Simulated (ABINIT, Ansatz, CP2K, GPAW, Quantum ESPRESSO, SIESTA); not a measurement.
# One structure in several programs: CoBiO3 (P4mm, 5 atoms in the cell)

Self-consistent single point.

```yaml
crystal:
  lattice:
    - [3.71587, 0.00000, 0.00000]
    - [0.00000, 3.71587, 0.00000]
    - [0.00000, 0.00000, 4.01158]
  atoms:
    - { symbol: Co, position: [0.50000, 0.50000, 0.62281] }
    - { symbol: Bi, position: [0.00000, 0.00000, 0.05096] }
    - { symbol: O, position: [0.50000, 0.00000, 0.69608] }
    - { symbol: O, position: [0.00000, 0.50000, 0.69608] }
    - { symbol: O, position: [0.50000, 0.50000, 0.16257] }
```

All programs got the same cell, k-point mesh and kind of occupations (in Ansatz's words: kpoints.mp_grid.grid = 9 9 9; scf.occupations.method = fermi_dirac; scf.occupations.width = 0.0073 Ry); potentials, basis and cutoffs are each program's usual ones.

```
code                                                                                                                                      model  pressure (GPa)  largest force (eV/Å)  k-points       cutoff
----------------  -----------------------------------------------------------------------------------------------------------------------------  --------------  --------------------  --------  -----------
Quantum ESPRESSO                                                                           PBEsol, SSSP 1.1.2 efficiency (PBE) pseudopotentials           -0.38                 0.244        75        55 Ry
Ansatz                                                                                                          PBEsol, PAW files made with PBE           -0.34                 0.259        75      default
CP2K                                                                 PBEsol, GPW, DZVP-MOLOPT-PBE-GTH basis, GTH-PBE potentials (POTENTIAL_UZH)            6.26                 0.892       365  grid 650 Ry
GPAW                                                                                      PBEsol, GPAW PAW datasets PBEsol (made by gpaw-setup)               –                 0.198        75       950 eV
ABINIT                                                                                       PBEsol, PAW (JTH v2.0 PBE PAW, files made for PBE)           -0.27                 0.234        75        30 Ha
SIESTA            GGA PBEsol, numerical atomic orbitals DZP, PseudoDojo PBEsol standard norm-conserving potentials (rewritten from UPF to PSML)            1.55                 0.745       365  grid 400 Ry
```

Size of the force on each atom (eV/Å): Sizes of forces hide their directions.

| code | Co1 | Bi2 | O3 | O4 | O5 |
|---|---|---|---|---|---|
| Quantum ESPRESSO | 0.244 | 0.182 | 0.056 | 0.056 | 0.049 |
| Ansatz | 0.259 | 0.150 | 0.086 | 0.086 | 0.063 |
| CP2K | 0.269 | 0.892 | 0.217 | 0.217 | 0.153 |
| GPAW | 0.198 | 0.100 | 0.147 | 0.147 | 0.196 |
| ABINIT | 0.234 | 0.164 | 0.087 | 0.087 | 0.105 |
| SIESTA | 0.466 | 0.745 | 0.018 | 0.018 | 0.324 |

A dash marks a value that a program does not give, or that is left out as unsure.

The spread over the programs that give each value: pressure within 6.64 GPa; largest force within 0.694 eV/Å.

The starting cell comes from a database of computed structures (which also holds hypothetical and non-ambient phases and stackings), without a prior relaxation at this level. Its lattice was rescaled by a random factor within 2.5 % of one. On Ansatz's run: Spin-orbit coupling is off. Spin polarisation is off, so a magnetic state, if there is one, cannot be reached.

Why do the programs differ, and what cannot be compared?

Differences of this kind can come from the potentials, where these differ, and from what each basis and cutoff leave unconverged. The valence holds different numbers of electrons (Quantum ESPRESSO 50, Ansatz (a quantum-chemistry and plane-wave program) 50, CP2K 40, GPAW 42, ABINIT 50, SIESTA 50). The zero of total energies and Fermi levels follows the potentials and each program's conventions, so they are not compared here. CP2K and SIESTA use small atom-centred bases, whose incompleteness enters pressures, forces and empty levels differently from a plane-wave cutoff. Ansatz's pressure is given at a fixed set of plane waves, as the other plane-wave codes print theirs; with its correction for the finite basis it is 0.13 GPa (the shift of 0.47 GPa shows how far the cutoff is from converged). Ansatz's smearing width was typed in Ry to four decimals, so it matches the others to a few per cent. The pressure of GPAW is left out: its cutoff lies under the one at which its stress was checked. The programs reduce the same mesh by symmetry to different extents, which changes the work and not the result. In the pressure, CP2K (by 6.59) and SIESTA (by 1.89) lie more than 1 GPa from the median of the plane-wave programs. In the force vectors, CP2K (by 0.735), GPAW (by 0.113) and SIESTA (by 0.587) lie more than 0.08 eV/Å from the median of the plane-wave programs.

Left out of this page: FLEUR (not drawn, or without a comparable value).

Keys are those of Ansatz 0.2.
